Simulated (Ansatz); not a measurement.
Take BN in the zinc blende structure (space group F-43m, No. 216; a = 3.6247 Å) as the base. Axes: x, y, z lie along the cube axes.

One thing is altered: uniaxial stress, 0.5 GPa compression along x; all other stress components relax to zero.

Levels (all Ansatz, an electronic-structure program, PAW): PBE (420 eV, scalar-relativistic without spin-orbit coupling); r2SCAN (500 eV, spin-orbit coupling left out).

The geometry is relaxed with PBE.

| Item | Result |
|---|---|
| PBE lowest conduction level above the VBM at special points | M 4.45 eV; X 4.46 eV; S 6.88 eV; S₀ 6.88 eV |
| PBE electron mass | 0.91 mₑ along k, 0.30 mₑ across (at M) |
| PBE smallest direct gap | 8.79 eV |

With r2SCAN at the same geometry, the lowest conduction level above the VBM at special points becomes M 4.97 eV; X 4.99 eV; S 7.47 eV; S₀ 7.47 eV (PBE: M 4.45 eV; X 4.46 eV; S 6.88 eV; S₀ 6.88 eV); the electron mass becomes 0.87 mₑ along k, 0.29 mₑ across (at M) (PBE: 0.91 mₑ along k, 0.30 mₑ across (at M)); the smallest direct gap increases by 0.73 eV, from 8.79 eV to 9.52 eV.

Single points use the geometry relaxed with PBE. Load acts through the strain it causes; cell and atoms are relaxed under it. Masses are band curvatures over ±0.01 Å⁻¹ around the edge. Along k means along the line from Γ to the band edge. Beyond what the load breaks, stability against distortions was not tested. Labels are those of the standard path for the cell's own space group.
